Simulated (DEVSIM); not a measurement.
System: Al/Si3N4/p-Si capacitor, at 400 K.

```csv
layer (left to right),material,thickness (nm),Na (cm⁻³)
1,Si3N4,2.70,-
2,Si,4100,2e16
```

Metal gate on the left, work function 4.1 eV. Fixed charge at the semiconductor interface 0 cm⁻² (in units of +e); no interface traps.

The device is made up for the run: typed textbook-type constants, with dimensions and the other settings drawn at random. Values at 300 K; Nc and Nv go as T^1.5, mobilities as T to minus their exponent, the gap by Varshni's rule with the affinity fixed.

```tsv
parameter	Si3N4	Si
gap (eV)	5.1	1.124
affinity (eV)	2.1	4.05
permittivity	7.5	11.7
Nc (cm⁻³)	-	2.86e19
Nv (cm⁻³)	-	3.1e19
Varshni α (eV/K)	-	0.000473
Varshni β (K)	-	636
```

Simulated with DEVSIM: 1D Poisson equation in equilibrium, Boltzmann statistics, complete ionisation; no quantum confinement or tunnelling. Metal contacts follow the ideal Schottky-Mott rule: no Fermi-level pinning, no interface dipoles.

The Si3N4 thickness was swept, all else fixed.

```tsv
Si3N4 thickness (μm)	capacitance of the dielectric stack (μF/cm²)	threshold voltage (band bending 2φF) (V)
0.0011	6.04	-0.21
0.0015	4.43	-0.20
0.0019	3.50	-0.20
0.0023	2.89	-0.19
0.0027	2.46	-0.19
0.0032	2.08	-0.19
```

From the first row to the last the capacitance of the dielectric stack goes from 6.04 to 2.08. From the first row to the last the threshold voltage (band bending 2φF) goes from -0.21 to -0.19.
